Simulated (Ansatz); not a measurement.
Functionals compared on the (110) surface of fcc Sr in its 1x1 cell, outermost plane spacing 2.13 Å in the ideal cut, in Ansatz (plane waves, PAW). The structure was relaxed with PBE; the other rows are single points on it, each with its references at the same level. Cutoff 420 eV (500 eV for r2SCAN).

Slab: 6 atoms, 10.7 Å thick at the start; k 9x6x1, smearing 0.1 eV, dipole-corrected; all atoms relaxed; start symmetry kept, larger cells not searched; no spin, no spin-orbit, no U. These notes are the PBE run's.

| functional | surface energy (J/m²) | work function of the top face (eV) | rough cost of the single point |
|---|---|---|---|
| PBE | 0.41 | 2.60 | – |
| LDA | 0.46 | 2.72 | very roughly 40 core-seconds |
| PBEsol | 0.45 | 2.63 | very roughly 40 core-seconds |
| r2SCAN | ? | ? | about 90 core-seconds (a rough figure) |

What belongs in the gaps?


- r2SCAN, surface energy (J/m²): 0.45
- r2SCAN, work function of the top face (eV): 2.63

Ansatz is a program for electronic structure.
